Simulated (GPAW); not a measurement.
A short convergence ladder for NbP (Imm2, 4 atoms in the cell)

```xyz
4
Lattice="-1.6833 1.6833 5.7688 1.6833 -1.6833 5.7688 1.6833 1.6833 -5.7688" Properties=species:S:1:pos:R:3 pbc="T T T"
Nb     0.0000     0.0000     8.7018
Nb     1.6833     0.0000     5.7674
P      0.0000     0.0000     3.8391
P      1.6833     0.0000     0.9547
```

Base method: PBEsol, GPAW PAW datasets PBEsol (made by gpaw-setup) (plane waves; GPAW 25.7.0).

Base settings: mode = pw; ecut = 600 eV; xc = PBEsol; kpts = 5 5 5; mesh shift (steps) = 0 0 0; occupations.name = methfessel-paxton; occupations.width = 0.2 eV; occupations.order = 0; nbands = -4; convergence.forces = 0.001 eV/Å.

The count of work is k-points × plane waves × bands × iterations; it is no time. Core times come from one kind of shared machine, to one figure; runs under 30 s give none.

**The k-point mesh**

Moved along: nbands, convergence.bands.

Only quantities that move along the ladder and can be compared are tabulated.

| kpts | free energy less the last step's (meV/atom) | pressure (GPa) | largest difference of a force vector from the last step's (eV/Å) | count of work / last | core time / last (rough) |
|---|---|---|---|---|---|
| 2 2 2 | 198.23 | -5.75 | 0.393 | 0.12 | 0.2 |
| 4 4 4 | 24.35 | -8.68 | 0.022 | 0.31 | 0.3 |
| 5 5 5 | 6.82 | -8.92 | 0.021 | 0.69 | 0.5 |
| 6 6 6 | 0.00 | -9.00 | 0.000 | 1.0 | 1 |

Coarsest kpts that holds the forces within 0.01 eV/Å: not settled: the last two steps still differ by 0.021 eV/Å, over half the tolerance, so the ladder does not show it.

Coarsest kpts that holds the pressure within 0.2 GPa of the last step, with all finer ones: 5 5 5; the step before is off by 0.32 GPa.

Coarsest kpts that holds the free energy within 5 meV/atom: not settled: the last two steps still differ by 6.8 meV/atom, over half the tolerance, so the ladder does not show it.

On the base run: the starting cell comes from a database of computed structures (which also holds hypothetical and non-ambient phases and stackings), without a prior relaxation at this level. Its lattice was rescaled by up to half a per cent. One atom was moved a little off its site on purpose. Spin polarisation is off. In the base run, with a pressure of about -9 GPa the cell is away from its equilibrium volume at this level. Without a gap this mesh is coarse (it stands for a supercell whose shortest vector is 17 Å).
